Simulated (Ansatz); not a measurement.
**What isotropic strain +1.70 % does to Ti3InN**

Consider Ti₃InN in the anti-perovskite structure (space group Pm-3m, No. 221; a = 4.1497 Å; a cell from a computed database, its experimental status unchecked).

Perturbation: the cell is scaled by 1.0170 in all directions, atoms relaxed at fixed cell.

Method: Kohn–Sham DFT with the PBEsol functional, run in Ansatz (a quantum-chemistry and plane-wave program) with PAW and 420 eV plane waves, scalar-relativistic without spin-orbit coupling. Settings: 11×11×11 k-points, 0.05 eV Fermi–Dirac smearing.

- Volume per atom: 15.03 Å³ (base 14.29 Å³)
- Space group: Pm-3m (No. 221) (base Pm-3m (No. 221))
- Shortest interatomic distance: 2.110 Å (base 2.075 Å)
- Energy relative to the base (free energy F): +18 meV/atom
- Band gap: zero (base zero)

Cost of the whole job for the changed cell (relaxation, final SCF and bands): very roughly 17 core-seconds.

Whether these cells are dynamically stable was not tested. The final runs are not spin-polarised. The zero or small gap of Ti3InN can change with the level of theory.
